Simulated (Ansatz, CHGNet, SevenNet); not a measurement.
## Lattice parameter a of AlP (model structure, started from the NiAs type, P6₃/mmc, No. 194, 4 atoms in the cell) at several levels of theory

No measured value is used here.

Put these levels in order of the lattice parameter a that they give for AlP (model structure, started from the NiAs type, P6₃/mmc, No. 194, 4 atoms in the cell), smallest first: CHGNet 0.3.0, PBE (Ansatz, a program for electronic structure), PBE-D3(BJ) (Ansatz), SevenNet-l3i5.

SevenNet-l3i5 (3.539 Å), PBE-D3(BJ) (3.564 Å), CHGNet 0.3.0 (3.595 Å), PBE (3.610 Å)

Ansatz's density-functional and Hartree–Fock values are scalar-relativistic unless marked +SOC, with PAW data made under PBE.

Machine-learned potentials (CHGNet 0.3.0, SevenNet-l3i5) are trained on DFT data: a solid inside that data is no test of them.

A model structure was made by putting elements into a prototype or built by hand; it is no filed structure, need not be a known phase, and can be a saddle point held by its symmetry.
